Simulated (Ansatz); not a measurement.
**Ge_N in metastable zinc-blende AlN**

These are PBE, PAW (plane waves to 420 eV; Ansatz, an electronic-structure program) values and carry that method's errors. Cell: 64 sites, 2×2×2; final energies on a 2×2×2 shifted mesh. Site at the start: the N site. Energies of charged states are corrected for periodic images (point charge plus alignment at distant sites). Dielectric constants: PBE linear response of the host. Host gap at this level: 3.31 eV. Finite-size and sampling errors can reach tenths of an eV here. Levels are measured in PBE's own, too narrow, gap. Spin–orbit coupling is left out. Each state is the lowest found from its start.

Formation energies E_f are given with the Fermi level at the valence-band maximum. Chemical conditions: N-rich (Δμ(N) = 0.00 eV, Δμ(Ge) = -0.009 eV, bounded by Ge3N4 (P31c); only phases computed here count, gases as isolated molecules at 0 K). Reference phases: Ge: germanium, N: N2 molecule in a box.

```
charge         moment (μB)  largest move off a lattice site (Å)  image correction with alignment (eV)  E_f, N-rich (eV)  above the lowest spin state (eV)
------  ------------------  -----------------------------------  ------------------------------------  ----------------  --------------------------------
+1                     2.0                                 0.40                                  0.47              6.76                              0.00
+1      not spin-polarised                                 0.42                                  0.47              7.04                              0.27
0                      1.0                                 0.35                                  0.00              8.34                              0.00
−1      not spin-polarised                                 0.30                                 -0.03             10.55                              0.00
```

Transition levels above the valence-band maximum: ε(+1/0) = 1.58 eV; ε(0/−1) = 2.21 eV. On the lower envelope of the bound states, inside the gap: (+1/0) at 1.58 eV; (0/−1) at 2.21 eV.
